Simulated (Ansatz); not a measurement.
The starting structures come from a database of crystals and need not be the phases stable at ambient conditions.

 Where the default PAW files enter, the runs use the earlier of Ansatz's two default sets.

By PBEsol, the system below comes out a metal.

```
Si
1.0
    2.65853     0.00000     0.00000
   -1.32926     3.35362     0.00000
    1.32926     0.00000     3.35362
Si
2
Cartesian
  0.66463   1.67681   1.67681
  1.32926   0.00000   0.00000
```

Space group of this cell: I4_1/amd. The cell is taken as given; by PBEsol its mean pressure is 0.8 GPa.

These are PBEsol (plane waves, PAW; Ansatz, an electronic-structure program) values and carry that method's errors.

The current runs along the normal of the first two printed vectors; no spin-orbit coupling. Scaled by the factor s: both lengths across the current (ions clamped). The meshes follow the cell: 26×26×26 and 38×28 across at s = 0.98, 24×24×24 and 38×28 across at s = 1.00, 24×24×24 and 36×28 across at s = 1.02.

```csv
s,mean pressure (GPa),ballistic conductance per area (both spins) (× 10¹⁵ S/m²)
0.98,5.8,1.29
1.00,0.8,1.20
1.02,-3.5,?
```

### Question
Take the slope of the ballistic conductance per area (both spins) against ln s from the two given rows, extrapolate to s = 1.02, and say what the run there gives.

### Answer
Slope = (1.29 − 1.20) / ln 0.98 = -4.45 × 10¹⁵ S/m². The line gives 1.20 + (-4.45) × ln 1.02 = 1.11 × 10¹⁵ S/m². The run gives 1.19 × 10¹⁵ S/m², 0.08 × 10¹⁵ S/m² over the line, 89 % of the predicted step.
